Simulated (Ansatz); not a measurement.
System: GaP (model structure, started from the BeO type, P4₂/mnm, No. 136, 8 atoms in the cell). Method: r²SCAN (Ansatz, an electronic-structure program, plane waves, PAW).

Input file:

Ansatz 0.2 input:
```yaml
crystal:
  lattice:
    - [6.6557159013, 0.0, 0.0]
    - [0.0, 6.6557159013, 0.0]
    - [0.0, 0.0, 3.8579513762]
  atoms:
    - { symbol: Ga, position: [0.324268278, 0.675731722, 0.0] }
    - { symbol: Ga, position: [0.675731722, 0.324268278, 0.0] }
    - { symbol: Ga, position: [0.824268278, 0.824268278, 0.5] }
    - { symbol: Ga, position: [0.175731722, 0.175731722, 0.5] }
    - { symbol: P, position: [0.3168456634, 0.3168456634, 0.0] }
    - { symbol: P, position: [0.6831543366, 0.6831543366, 0.0] }
    - { symbol: P, position: [0.1831543366, 0.8168456634, 0.5] }
    - { symbol: P, position: [0.8168456634, 0.1831543366, 0.5] }
basis:
  ecutwfc: 560
  ecutrho_ratio: 4
  xc_grid: 3
kpoints:
  mp_grid: { grid: [6, 6, 10] }
  band_path:
    path:
      - [0.0, 0.0, 0.0]
      - [0.0, 0.125, 0.0]
      - [0.0, 0.25, 0.0]
      - [0.0, 0.375, 0.0]
      - [0.0, 0.5, 0.0]
      - [0.125, 0.5, 0.0]
      - [0.25, 0.5, 0.0]
      - [0.375, 0.5, 0.0]
      - [0.5, 0.5, 0.0]
      - [0.416667, 0.416667, 0.0]
      - [0.333333, 0.333333, 0.0]
      - [0.25, 0.25, 0.0]
      - [0.166667, 0.166667, 0.0]
      - [0.083333, 0.083333, 0.0]
      - [0.0, 0.0, 0.0625]
      - [0.0, 0.0, 0.125]
      - [0.0, 0.0, 0.1875]
      - [0.0, 0.0, 0.25]
      - [0.0, 0.0, 0.3125]
      - [0.0, 0.0, 0.375]
      - [0.0, 0.0, 0.4375]
      - [0.0, 0.0, 0.5]
      - [0.0, 0.125, 0.5]
      - [0.0, 0.25, 0.5]
      - [0.0, 0.375, 0.5]
      - [0.0, 0.5, 0.5]
      - [0.125, 0.5, 0.5]
      - [0.25, 0.5, 0.5]
      - [0.375, 0.5, 0.5]
      - [0.5, 0.5, 0.5]
      - [0.416667, 0.416667, 0.5]
      - [0.333333, 0.333333, 0.5]
      - [0.25, 0.25, 0.5]
      - [0.166667, 0.166667, 0.5]
      - [0.083333, 0.083333, 0.5]
      - [0.0, 0.5, 0.0625]
      - [0.0, 0.5, 0.125]
      - [0.0, 0.5, 0.1875]
      - [0.0, 0.5, 0.25]
      - [0.0, 0.5, 0.3125]
      - [0.0, 0.5, 0.375]
      - [0.0, 0.5, 0.4375]
      - [0.5, 0.5, 0.0625]
      - [0.5, 0.5, 0.125]
      - [0.5, 0.5, 0.1875]
      - [0.5, 0.5, 0.25]
      - [0.5, 0.5, 0.3125]
      - [0.5, 0.5, 0.375]
      - [0.5, 0.5, 0.4375]
    npoints: 1
hamiltonian:
  xc: r2scan
  dispersion: none
  pseudopotentials: { kind: paw }
scf:
  occupations: { method: fermi_dirac, width: 0.01 }
  convergence: { dr2_threshold: 0.0000000008 }
output:
  forces: true
  stress: true
  eigenvalues: true
  write_bands: true
```

The run printed, among other lines:

```
Crystal: 8 atoms, lattice volume = 170.902 Å³
Basis set: ecut = 560 eV, 5187 PW (Γ), exchange–correlation on 162×162×90 points (27 copies of the dense FFT grid, shifted against one another)
Bands: 44, of which v1, the nominal top of the filled ones, is band 36 counted from 1 (35 counted from 0)
Symmetry: 16 space group operations
Space group: P42/mnm (ITA 136), of the structure as read, at distance tolerance 5.5e-5 Å
k-points: 60 of 360
Functional: x = r2scan, c = r2scan; τ floored in thin density (d = 2e-4 eV/Å³)
SCF iter   1: F=—  HF=-18201.177793 eV  |F-HF|=—  |Δ(HF+E_count)|=         —  Δρ=8.61e-3  dr2=7.46e-2  dr2_τ=2.94e-2
SCF iter   2: F=—  HF=-18201.216703 eV  |F-HF|=—  |Δ(HF+E_count)|=   3.89e-2  Δρ=2.28e-3  dr2=5.01e-3  dr2_τ=3.86e-4
  ...
SCF iter   7: F=—  HF=-18201.215684 eV  |F-HF|=—  |Δ(HF+E_count)|=   1.36e-7  Δρ=1.74e-6  dr2=4.92e-9  dr2_τ=1.29e-10
SCF iter   8: F=-18201.215684 eV  HF=-18201.215684 eV  |F-HF|=8.00e-11  |Δ(HF+E_count)|=   3.63e-9  Δρ=4.48e-7  dr2=3.77e-10  dr2_τ=6.06e-12
SCF 1 converged in 8 iterations: F = -18201.215684 eV  dr2 = 3.77e-10
SCF converged after 8 iterations
Free energy (F): -18201.215684 eV
Internal energy: -18201.215684 eV  (E = F + TS)
E sigma→0 (E₀):  -18201.215684 eV
Fermi energy:    7.003353 eV
--- Stress (GPa, compression-positive) ---
       -0.000662       0.000000       0.000000
        0.000000      -0.000662       0.000000
        0.000000       0.000000       0.000250
  P = ⅓ Tr σ = -0.0004 GPa (-0.004 kbar)
```

The PAW data were made under PBE.

Note: the relaxation could raise the start's symmetry but not lower it, so the cell can be a saddle point.

The result took roughly 120 core-seconds.

A model structure was made by putting elements into a prototype or built by hand; it is no filed structure, need not be a known phase, and can be a saddle point held by its symmetry.
